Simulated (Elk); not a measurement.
**Worked example: self-consistent single point of NbN (Fm-3m, 2 atoms in the cell) in Elk**

Computed with PBE, all-electron FP-LAPW, Elk's shipped species files, APW+lo basis with extra local orbitals (Elk 10.2.4).

This input was run:

```
tasks
  0

xctype
  20

rgkmax
  7.5

gmaxvr
  16.0

nxlo
  2

lorbcnd
  .true.

rmtscf
  0.89

lmaxi
  3

swidth
  0.00367493

maxscl
  100

scale
  1.889726125

avec
    0.0000000000    2.2113190000    2.2113190000
    2.2113190000    0.0000000000    2.2113190000
    2.2113190000    2.2113190000    0.0000000000

sppath
  './'

atoms
  2
  'Nb.in'
  1
  0.5000000000  0.5000000000  0.5000000000    0.0 0.0 0.0
  'N.in'
  1
  0.0000000000  0.0000000000  0.0000000000    0.0 0.0 0.0

ngridk
  17 17 17
```

The program printed (abridged):

```
│ Elk code version 10.2.4 │

All units are atomic (Hartree, Bohr, etc.)

│ Ground-state run starting from atomic densities │

Lattice vectors :
   0.000000000       4.178787285       4.178787285
   4.178787285       0.000000000       4.178787285
   4.178787285       4.178787285       0.000000000

Unit cell volume      :    145.9421666
Brillouin zone volume :    1.699647327

Muffin-tin inner radius fraction :   0.1000000000E-01

Nuclei treated as point charges

Species :    1 (Nb)
 parameters loaded from : Nb.in
 name : niobium
 nuclear charge    :   -41.00000000
 electronic charge :    41.00000000
 atomic mass :    169357.9703
 muffin-tin radius :    2.314000000
 number of radial points in muffin-tin :    597
 atomic positions (lattice), magnetic fields (Cartesian) :
   1 :   0.00000000  0.00000000  0.00000000    0.00000000  0.00000000  0.00000000

Species :    2 (N)
 parameters loaded from : N.in
 name : nitrogen
 nuclear charge    :   -7.000000000
 electronic charge :    7.000000000
 atomic mass :    25532.65214
 muffin-tin radius :    1.602000000
 number of radial points in muffin-tin :    297
 atomic positions (lattice), magnetic fields (Cartesian) :
   1 :   0.50000000  0.50000000  0.50000000    0.00000000  0.00000000  0.00000000

Total number of atoms per unit cell :    2

Spin treatment :
 spin-unpolarised

Number of Bravais lattice symmetries :   48
Number of crystal symmetries         :   48
Crystal has inversion symmetry
Real symmetric eigensolver will be used

k-point grid :     17    17    17
k-point offset :    0.000000000       0.000000000       0.000000000
k-point set is reduced with full crystal symmetry group
Total number of k-points :      165

Muffin-tin radius times maximum |G+k| :    7.500000000
 using average radius
Maximum |G+k| for APW functions       :    3.830439224
Maximum (1/2)|G+k|²                   :    7.336132323
Maximum |G| for potential and density :    16.00000000
 potential will be trimmed for |G| > 2 gkmax
Constant for pseudocharge density :    9
Radial integration step length :    4

G-vector grid sizes :     32    32    32
Number of G-vectors :    10081

Maximum angular momentum used for
 APW functions                      :    8
 outer part of muffin-tin           :    6
 inner part of muffin-tin           :    3

Total nuclear charge    :   -48.00000000
Total core charge       :    30.00000000
Total valence charge    :    18.00000000
Total excess charge     :    0.000000000
Total electronic charge :    48.00000000

Effective Wigner radius, rₛ :   0.8987046337

Number of empty states         :    8
Total number of valence states :   17
Total number of core states    :   30

Conduction state local-orbitals added automatically
Total number of local-orbitals :  149

Exchange-correlation functional :     20     0     0
 Perdew-Burke-Ernzerhof, Phys. Rev. Lett. 77, 3865 (1996)
 gradient requirement :    1
 generalised gradient approximation (GGA)

Smearing type :    3
 Fermi-Dirac
Smearing width :   0.3674930000E-02
Effective electronic temperature (K) :    1160.451112

Mixing type :    3
 Broyden mixing, J. Phys. A: Math. Gen. 17, L317 (1984)

Kohn-Sham potential initialised from atomic data

│ Self-consistent loop started │
│ Loop number : 1 │
 total energy                :     -3872.60855316
│ Loop number : 2 │
 total energy                :     -3872.82963586
RMS change in Kohn-Sham potential (target) :    1.468352348     (  0.1000000000E-05)
Absolute change in total energy (target)   :   0.2210826988     (  0.1000000000E-03)
│ Loop number : 3 │
 total energy                :     -3872.76918418
RMS change in Kohn-Sham potential (target) :    1.452806118     (  0.1000000000E-05)
Absolute change in total energy (target)   :   0.5181012784E-02 (  0.1000000000E-03)
│ Loop number : 4 │
 total energy                :     -3874.38045568
RMS change in Kohn-Sham potential (target) :   0.7853095512     (  0.1000000000E-05)
Absolute change in total energy (target)   :    1.609976249     (  0.1000000000E-03)
│ Loop number : 5 │
 total energy                :     -3875.36417038
RMS change in Kohn-Sham potential (target) :   0.3087111021     (  0.1000000000E-05)
Absolute change in total energy (target)   :    1.386208760     (  0.1000000000E-03)
│ Loop number : 6 │
 total energy                :     -3875.31730713
RMS change in Kohn-Sham potential (target) :   0.1107787484     (  0.1000000000E-05)
Absolute change in total energy (target)   :   0.2996889434     (  0.1000000000E-03)
│ Loop number : 7 │
 total energy                :     -3875.48926763
RMS change in Kohn-Sham potential (target) :   0.2046535989E-01 (  0.1000000000E-05)
Absolute change in total energy (target)   :   0.2468827333     (  0.1000000000E-03)
│ Loop number : 8 │
 total energy                :     -3875.30141777
RMS change in Kohn-Sham potential (target) :   0.6855698086E-02 (  0.1000000000E-05)
Absolute change in total energy (target)   :   0.1261291695     (  0.1000000000E-03)
│ Loop number : 9 │
 total energy                :     -3875.43671355
RMS change in Kohn-Sham potential (target) :   0.6262852547E-02 (  0.1000000000E-05)
Absolute change in total energy (target)   :   0.1037634880     (  0.1000000000E-03)
│ Loop number : 10 │
 total energy                :     -3875.38399199
RMS change in Kohn-Sham potential (target) :   0.7883143728E-03 (  0.1000000000E-05)
Absolute change in total energy (target)   :   0.2678069140E-01 (  0.1000000000E-03)
│ Loop number : 11 │
 total energy                :     -3875.39108209
RMS change in Kohn-Sham potential (target) :   0.6497132938E-03 (  0.1000000000E-05)
Absolute change in total energy (target)   :   0.3949266056E-03 (  0.1000000000E-03)
│ Loop number : 12 │
 total energy                :     -3875.39492610
RMS change in Kohn-Sham potential (target) :   0.1665174205E-03 (  0.1000000000E-05)
Absolute change in total energy (target)   :   0.3942737615E-02 (  0.1000000000E-03)
│ Loop number : 13 │
 total energy                :     -3875.39550909
RMS change in Kohn-Sham potential (target) :   0.1867480265E-04 (  0.1000000000E-05)
Absolute change in total energy (target)   :   0.1568682329E-02 (  0.1000000000E-03)
│ Loop number : 14 │
 total energy                :     -3875.39523189
RMS change in Kohn-Sham potential (target) :   0.4171233145E-05 (  0.1000000000E-05)
Absolute change in total energy (target)   :   0.1149692694E-03 (  0.1000000000E-03)
│ Loop number : 15 │
 total energy                :     -3875.39512624
RMS change in Kohn-Sham potential (target) :   0.2057774062E-05 (  0.1000000000E-05)
Absolute change in total energy (target)   :   0.7690743996E-04 (  0.1000000000E-03)
│ Loop number : 16 │
 total energy                :     -3875.39511347
RMS change in Kohn-Sham potential (target) :   0.3510685897E-06 (  0.1000000000E-05)
Absolute change in total energy (target)   :   0.3200272567E-04 (  0.1000000000E-03)
Convergence targets achieved

│ Loop number : 17 │

Energies :
 Fermi                       :     0.571091770836
 sum of eigenvalues          :     -2286.17256002
 electron kinetic            :      4008.64658361
 core electron kinetic       :      3916.54495345
 Coulomb                     :     -7757.94484769
 Coulomb potential           :     -6130.67691498
 nuclear-nuclear             :     -423.137327751
 electron-nuclear            :     -8538.93812490
 Hartree                     :      1204.13060496
 Madelung                    :     -4692.60639020
 xc potential                :     -164.142228649
 exchange                    :     -123.727578090
 correlation                 :     -2.36812936256
 electron entropic           :    -0.114700817245E-02
 total energy                :     -3875.39511855

Density of states at Fermi energy :    25.48770249
 (states/Hartree/unit cell)

Estimated indirect band gap :   0.3975948645E-03
 from k-point      6 to k-point    108
Estimated direct band gap   :   0.2173281171E-02
 at k-point     36

Charges :
 core                        :    30.00000000
 valence                     :    18.00000000
 interstitial                :    3.510180487
 muffin-tins (core leakage)
  species :    1 (Nb)
   atom    1                 :    38.48605944     (  0.8148175056E-05)
  species :    2 (N)
   atom    1                 :    6.003760075     (  0.1487540989E-05)
 total in muffin-tins        :    44.48981951
 total calculated charge     :    48.00303938
 total charge                :    48.00000000
 error                       :   0.3039384007E-02

│ Self-consistent loop stopped │
```

The run converged in 17 iterations. The count includes the last loop, which Elk runs after its targets are met.

The starting cell comes from a database of computed structures (which also holds hypothetical and non-ambient phases and stackings), without a prior relaxation at this level. Its lattice was rescaled by a random factor within 2.5 % of one. Spin polarisation is off. Values depend on the basis (sphere radii, cutoffs, local orbitals), which need not be converged. The log's line on a gap gives a spacing of levels on this mesh, which the program prints for metals too.

Cost on one core of a shared machine: roughly 30 s.
